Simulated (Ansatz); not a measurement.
## TiZnO3 under a change: pressure 7.5 GPa

Consider TiZnO₃ (space group R-3, No. 148; a = 5.0607 Å, c = 13.8228 Å (hexagonal axes); a cell from a computed database, its experimental status unchecked).

One thing is altered: a hydrostatic pressure of 7.5 GPa.

Level of theory: plane-wave PAW DFT at the PBEsol level (Ansatz, a quantum-chemistry and plane-wave program, 420 eV), without spin-orbit coupling. k-mesh 8×8×8 (Γ-centred); smearing 0.05 eV (Fermi–Dirac).

- Volume per atom: 9.85 Å³ (base 10.22 Å³)
- Density: 5.44 g/cm³ (base 5.24 g/cm³)
- c/a ratio: 2.706 (base 2.731)
- Shortest interatomic distance: 1.858 Å (base 1.869 Å)
- Enthalpy H = E + PV relative to the base's energy: +0.47 eV/atom
- Band gap: 3.11 eV (base 3.09 eV)
- Gap character: indirect, k = (0.125, -1/4, 1/4) in the run's primitive reciprocal basis → k = (0.125, 1/4, -1/4) in the run's primitive reciprocal basis (base indirect, k = (0.125, -1/4, 1/4) in the run's primitive reciprocal basis → k = (0.125, 1/4, -1/4) in the run's primitive reciprocal basis)
- Smallest direct gap: 3.13 eV (base 3.11 eV)
- Mean gap deformation potential ΔEg/Δln V: -0.6 eV
- Width of the top valence band: 0.39 eV (base 0.38 eV)

Final structure:

```
TiZnO3
1.0
    2.50698     1.44740     4.52334
   -2.50698     1.44740     4.52334
    0.00000    -2.89481     4.52334
Ti Zn O
2 2 6
Cartesian
  0.00000   0.00000  11.59090
  0.00000   0.00000   1.97911
  0.00000   0.00000   8.67392
  0.00000   0.00000   4.89608
 -0.83840  -1.60797   7.86846
  0.83840   1.60797   5.70155
 -0.97334   1.53007   7.86846
  0.97334  -1.53007   5.70155
  1.81175   0.07791   7.86846
 -1.81175  -0.07791   5.70155
```

Load acts through the strain it causes; cell and atoms are relaxed under it. No phonon test of stability was made. No other phases were tried under pressure. The final runs are not spin-polarised.
